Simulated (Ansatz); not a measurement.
Levels about the gap of amorphous Ti20O45Nb2 (67 atoms in a cell of 831 Å³, 3.72 g/cm³; zone centre alone, so wide bands show as single levels with stretches between that a denser mesh fills), at the geometry that PBE relaxed, where it gives 4.0 GPa on a denser mesh. Exact exchange is cut at the faces of this small cell, which leaves a finite-size error. The participation number counts the atoms over which a state spreads; weights are charges in smoothed Voronoi cells. The levels come from a single point, so bond lengths are those of that geometry. Method of the levels: HSE06, scalar-relativistic without spin-orbit coupling (Ansatz, a program for electronic structure). Sampling: the zone centre alone; Fermi-Dirac width 0.02 eV; no spin polarisation. At PBE the levels at the filled edge of the gap are localised (band-tail or defect states).

The cell was made by melting and quenching with the CHGNet potential and then relaxed with DFT. O atoms were pushed apart under 1.9 Å during the dynamics, to hinder bonds among them. The hot cell started wider than the set density and was brought back towards it in steps. It is the lowest in DFT energy of 2 quenches. It is a model cell: composition and starting density were chosen by hand, and all elements were melted together. No dispersion term was used. Its density started from a set value of 3.72 and ended at 3.72 g/cm³. Cooling (nominally 300 K/ps over its main leg) ran many orders faster than in experiment, which tends to leave more defects and strain. Values belong to this one cell and scatter from quench to quench. The volume was held where the preparation left it and the shape relaxed, at a PBE pressure of 4.0 GPa. Stress components on the final sampling reach 4.1 GPa.

| E - E(highest filled), eV | filling | participation number | largest on | weight O | weight Ti | weight Nb |
|---|---|---|---|---|---|---|
| -0.46 | filled | 23.0 | O, 2 neighbours | 0.94 | 0.05 | 0.01 |
| -0.42 | filled | 19.3 | O, 2 neighbours | 0.93 | 0.07 | 0.01 |
| -0.32 | filled | 24.4 | O, 3 neighbours | 0.93 | 0.06 | 0.00 |
| -0.25 | filled | 15.7 | O, 3 neighbours | 0.93 | 0.07 | 0.01 |
| -0.17 | filled | 16.7 | O, 2 neighbours | 0.93 | 0.07 | 0.00 |
| -0.11 | filled | 16.9 | O, 3 neighbours | 0.93 | 0.06 | 0.01 |
| 0.00 | filled | 9.4 | O, 2 neighbours | 0.94 | 0.05 | 0.00 |
| 4.16 | empty | 20.7 | Ti, 6 neighbours | 0.20 | 0.73 | 0.07 |
| 4.22 | empty | 11.5 | Ti, 6 neighbours | 0.20 | 0.71 | 0.09 |
| 4.34 | empty | 13.5 | Ti, 6 neighbours | 0.21 | 0.73 | 0.06 |
| 4.34 | empty | 17.6 | Ti, 6 neighbours | 0.20 | 0.67 | 0.13 |
| 4.40 | empty | 13.4 | Ti, 6 neighbours | 0.24 | 0.55 | 0.22 |
| 4.41 | empty | 18.3 | Ti, 6 neighbours | 0.21 | 0.67 | 0.12 |
| 4.45 | empty | 22.5 | Ti, 5 neighbours | 0.21 | 0.69 | 0.10 |

Most localised among these is the filled level at +0.00 eV, on a O atom, which has 2 neighbours (Ti 1.84 Å, Ti 1.91 Å).
